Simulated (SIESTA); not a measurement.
**A self-consistent single point of In (I4/mmm, 1 atom in the cell) with SIESTA**

Computed with GGA PBE, numerical atomic orbitals DZP, PseudoDojo PBE standard norm-conserving potentials (rewritten from UPF to PSML) in SIESTA.

Input:

```
# files in the folder: In.psml (PseudoDojo PBE standard)
SystemName  In
SystemLabel In

NumberOfAtoms                1
NumberOfSpecies              1
%block ChemicalSpeciesLabel
  1 49 In
%endblock ChemicalSpeciesLabel
LatticeConstant              1.0 Ang
%block LatticeVectors
    -1.625000000    1.625000000    2.475000000
     1.625000000   -1.625000000    2.475000000
     1.625000000    1.625000000   -2.475000000
%endblock LatticeVectors
AtomicCoordinatesFormat      Bohr
%block AtomicCoordinatesAndAtomicSpecies
     0.000000000    0.000000000    0.000000000  1
%endblock AtomicCoordinatesAndAtomicSpecies

XC.functional                GGA
XC.authors                   PBE
PAO.BasisSize                DZP
PAO.EnergyShift              0.01 Ry
MeshCutoff                   300 Ry
%block kgrid.MonkhorstPack
   15   0   0  0.0
    0  15   0  0.0
    0   0  15  0.0
%endblock kgrid.MonkhorstPack
OccupationFunction           FD
ElectronicTemperature        1160.45 K

MaxSCFIterations             150
SCF.Mixer.Method             Pulay
SCF.Mixer.Weight             0.1
SCF.Mixer.History            6
SCF.DM.Tolerance             1.0E-04
Diag.ParallelOverK           true
WriteForces                  true
```

Output (repeated stretches shortened):

```
reinit: Reading from file input.fdf

reinit: System Name: In
reinit: System Label: In

coor:   Atomic-coordinates input format  =     Cartesian coordinates
coor:                                            (in Bohr units)

siesta: Atomic coordinates (Bohr) and species
siesta:      0.00000   0.00000   0.00000  1        1

siesta: System type = bulk

initatomlists: Number of atoms, orbitals, and projectors:      1    18    18

siesta: ******************** Simulation parameters ****************************
redata: Spin configuration                          = none
redata: Time-Reversal Symmetry                      = T
redata: Number of Atomic Species                    =        1
redata: Mesh Cutoff                                 =   300.0000 Ry
redata: Net charge of the system                    =     0.0000 |e|
redata: Min. number of SCF Iter                     =        0
redata: Max. number of SCF Iter                     =      150
redata: SCF convergence failure will abort job
redata: SCF mix quantity                            = Hamiltonian
redata: Mix DM or H after convergence               =   F
redata: Recompute H after scf cycle                 =   F
redata: Mix DM in first SCF step                    =   T
redata: No kicks to SCF
redata: DM Mixing Weight for Kicks                  =     0.5000
redata: Require Harris convergence for SCF          =   F
redata: Harris energy tolerance for SCF             =     0.000100 eV
redata: Require DM convergence for SCF              =   T
redata: DM tolerance for SCF                        =     0.000100
redata: Require EDM convergence for SCF             =   F
redata: EDM tolerance for SCF                       =     0.001000 eV
redata: Require H convergence for SCF               =   T
redata: Hamiltonian tolerance for SCF               =     0.001000 eV
redata: Require (free) Energy convergence for SCF   =   F
redata: (free) Energy tolerance for SCF             =     0.000100 eV
redata: Using DFT-D3 dispersion                     =   F
redata: Using Saved Data (generic)                  =   F
redata: Method of Calculation                       = Diagonalization
redata: Electronic Temperature                      =  1160.4500 K
redata: Number of TDED substeps                     =        3
redata: Dynamics option                             = Single-point calculation
redata: Save all siesta data in one NC              =   F
redata: ***********************************************************************

%block SCF.Mixers
  Pulay
%endblock SCF.Mixers

%block SCF.Mixer.Pulay
  # Mixing method
  method pulay
  variant stable

  # Mixing options
  weight 0.1000
  weight.linear 0.1000
  history 6
%endblock SCF.Mixer.Pulay

DM_history_depth set to one: no extrapolation allowed by default for geometry relaxation
Size of DM history Fstack: 1
Total number of electrons:    13.000000
Total ionic charge:    13.000000

* ProcessorY, Blocksize:    1  19

* Orbital distribution balance (max,min):    18    18

 Kpoints in:         1800 . Kpoints trimmed:         1688

siesta: k-grid: Number of k-points = 1688
siesta: k-points from Monkhorst-Pack grid
siesta: k-cutoff (effective) =    24.375 Ang
siesta: k-point supercell and displacements
siesta: k-grid:    15     0     0      0.000
siesta: k-grid:     0    15     0      0.000
siesta: k-grid:     0     0    15      0.000

diag: Algorithm                                     = D&C
diag: Parallel over k                               =   F
diag: Use parallel 2D distribution                  =   F
diag: Parallel block-size                           = 19
diag: Parallel distribution                         =     1 x     1
diag: Used triangular part                          = Lower
diag: Absolute tolerance                            =  0.100E-15
diag: Orthogonalization factor                      =  0.100E-05
diag: Memory factor                                 =  1.0000

superc: Internal auxiliary supercell:     9 x     9 x     9  =     729
superc: Number of atoms, orbitals, and projectors:    729  13122  13122

                        Single-point calculation

superc: Internal auxiliary supercell:     9 x     9 x     9  =     729
superc: Number of atoms, orbitals, and projectors:    729  13122  13122

outcell: Unit cell vectors (Ang):
       -1.625000    1.625000    2.475000
        1.625000   -1.625000    2.475000
        1.625000    1.625000   -2.475000

outcell: Cell vector modules (Ang)   :    3.377407    3.377407    3.377407
outcell: Cell angles (23,13,12) (deg):    122.4804    122.4804     85.7549
outcell: Cell volume (Ang**3)        :     26.1422
new_DM -- step:     1
Initializing Density Matrix...

Attempting to read DM from file... Failed...
DM filled with atomic data:

InitMesh: MESH = 32 x 32 x 30 = 30720
InitMesh: Mesh cutoff (required, used) =   300.000   352.042 Ry

stepf: Fermi-Dirac step function

        iscf     Eharris(eV)        E_KS(eV)     FreeEng(eV)     dDmax    Ef(eV) dHmax(eV)
   scf:    1    -1806.546695    -1807.246634    -1807.261580  0.438750 -3.175750  3.181279
   scf:    2    -1807.367275    -1807.307848    -1807.322824  0.050820 -3.210961  2.695785
   scf:    3    -1807.556981    -1807.455915    -1807.471152  0.255097 -3.401905  0.063850
   scf:    4    -1807.451687    -1807.454158    -1807.469441  0.029984 -3.436173  0.290542
   scf:    5    -1807.457201    -1807.455956    -1807.471191  0.027442 -3.423676  0.000168
   scf:    6    -1807.455955    -1807.455955    -1807.471191  0.000164 -3.423782  0.001835
   scf:    7    -1807.455956    -1807.455956    -1807.471191  0.000166 -3.423687  0.000057
   scf:    8    -1807.455956    -1807.455956    -1807.471191  0.000006 -3.423683  0.000002

SCF Convergence by DM+H criterion
max |DM_out - DM_in|         :     0.0000058363
max |H_out - H_in|      (eV) :     0.0000018898
SCF cycle converged after 8 iterations

Using DM_out to compute the final energy and forces

siesta: E_KS(eV) =            -1807.4560

siesta: E_KS - E_eggbox =     -1807.4560

siesta: Atomic forces (eV/Ang):
     1   -0.000000   -0.000000    0.000000
   Tot   -0.000000   -0.000000    0.000000
   Max    0.000000
   Res    0.000000    sqrt( Sum f_i^2 / 3N )
   Max    0.000000    constrained

Stress tensor Voigt[x,y,z,yz,xz,xy] (kbar):       -7.89       -7.89      -13.16        0.28        0.28        0.03
(Free)E + p*V (eV/cell)    -1807.3138
Target enthalpy (eV/cell)    -1807.4712

siesta: Program's energy decomposition (eV):
siesta: Ebs     =      -202.270747
siesta: Eions   =      2204.465605
siesta: Ena     =       192.891929
siesta: Ekin    =      1134.958963
siesta: Enl     =      -399.897550
siesta: Eso     =         0.000000
siesta: Edftu   =         0.000000
siesta: DEna    =        13.670882
siesta: DUscf   =         0.331429
siesta: DUext   =         0.000000
siesta: Ex      =      -512.089202
siesta: Ec      =       -32.856801
siesta: Exc     =      -544.946002
siesta: Eharris =     -1807.455956
siesta: Etot    =     -1807.455956
siesta: FreeEng =     -1807.471191

siesta: Stress tensor (static) (eV/Ang**3):
siesta:    -0.004924    0.000016    0.000177
siesta:     0.000016   -0.004924    0.000177
siesta:     0.000177    0.000177   -0.008216

siesta: Cell volume =         26.142187 Ang**3

siesta: Pressure (static):
siesta:                Solid            Molecule  Units
siesta:           0.00006558          0.00006558  Ry/Bohr**3
siesta:           0.00602118          0.00602118  eV/Ang**3
siesta:           9.64700059          9.64700059  kBar
```

The run converged in 8 iterations.

The starting cell has typed, rounded lattice constants, without a prior relaxation at this level. Values carry the incompleteness of an atom-centred basis.

Cost on one core of a shared machine: roughly 50 s.
